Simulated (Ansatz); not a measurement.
The starting structures come from a database of crystals and need not be the phases stable at ambient conditions.

Crystal: Al2HgTe4 (I-4, not sure to be the ambient phase, 7 atoms a cell, 33.0 Å³ an atom); planes in its conventional cell.

Calculation: r2SCAN (plane waves, PAW; Ansatz, a first-principles code).

The gap is the functional's own. No spin-orbit coupling. Mid-gap values are interpolated on the energy grid.

```tsv
plane	area of the cell (Å²)	mid-gap κ (1/Å)	largest κ in the gap (1/Å)
(101)	41.8	0.12	0.12
(001)	38.8	?	?
(110)	52.4	?	?
(100)	74.1	0.12	0.12
```

Task: The slowest decay depends on the direction. Supply the withheld values.

Result: 
- (001), mid-gap κ (1/Å): 0.16
- (001), largest κ in the gap (1/Å): 0.16
- (110), mid-gap κ (1/Å): 0.11
- (110), largest κ in the gap (1/Å): 0.11
